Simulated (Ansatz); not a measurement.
L1₂ (Cu3Au-type) Ni3Al, treated with BLYP (PAW; Ansatz, a program for electronic structure).

Numerical settings: plane-wave cutoff 520 eV, 16×16×16 k mesh, Fermi–Dirac smearing 0.05 eV, spin-polarised with parallel moments, scalar-relativistic PAW data made under PBE.

Pressure at four volumes; x = ln(V/11.802 Å³). One pressure is withheld.

```json
[
 {"V (Å³/atom)": "11.094", "x": "-0.0619", "P (GPa)": "?"},
 {"V (Å³/atom)": "11.330", "x": "-0.0408", "P (GPa)": "7.16"},
 {"V (Å³/atom)": "11.802", "x": "0.0000", "P (GPa)": "0.00"},
 {"V (Å³/atom)": "12.510", "x": "0.0583", "P (GPa)": "-8.08"}
]
```

Task: Pass a parabola P(x) through the three rows shown, estimate the bulk modulus and its pressure derivative near zero pressure, and predict the withheld pressure.

Result: Slopes between the rows: (0.00 − (7.16))/(0.0000 − (-0.0408)) = -175.49 and (-8.08 − (0.00))/(0.0583 − (0.0000)) = -138.59 GPa. Their difference over the span 0.0991 is c = 36.90/0.0991 = 372.4 GPa, so P(x) = 7.16 + (-175.49)(x − (-0.0408)) + 372.4 (x − (-0.0408))(x − (0.0000)). At the middle row B = −dP/dx = −[-175.49 + 372.4 × 0.0408] = 160.3 GPa, and B′ = dB/dP = 2c/B = 4.6. At x = -0.0619 the parabola gives 11.35 GPa; the run gives 11.40 GPa. The Birch–Murnaghan fit to the energies at all volumes has B0 = 159 GPa and B′ = 4.7.

Measured, for comparison: bulk modulus 174 GPa (temperature not stated, not corrected to a static lattice; as tabulated in Zarkevich et al. (2023), arXiv:2304.06869). Computed (rounded) less measured: bulk modulus -9 %.
